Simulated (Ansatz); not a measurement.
The starting structures come from a database of crystals and need not be the phases stable at ambient conditions.

By PBEsol, the system below comes out a metal.

Without scattering a metal conducts by its projected Fermi surface.

```yaml
crystal:
  lattice:
    - [3.22364, 0.00000, 0.00000]
    - [0.00000, 3.22364, 0.00000]
    - [0.00000, 0.00000, 3.22364]
  atoms:
    - { symbol: Sc, position: [0.50000, 0.50000, 0.50000] }
    - { symbol: Pt, position: [0.00000, 0.00000, 0.00000] }
```

Space group of this cell: Pm-3m, CsCl type. The cell is strained (all lengths scaled by 0.98); by PBEsol its mean pressure is 5.4 GPa.

The current flows along the normal of the first two printed cell vectors, the (001) plane of the conventional cell. No spin-orbit coupling; the value is a mean over 0.1 eV about the Fermi level.

Predict the ballistic conductance per area from PBEsol run with Ansatz (a program for electronic structure).

0.95 × 10¹⁵ S/m² for both spins.
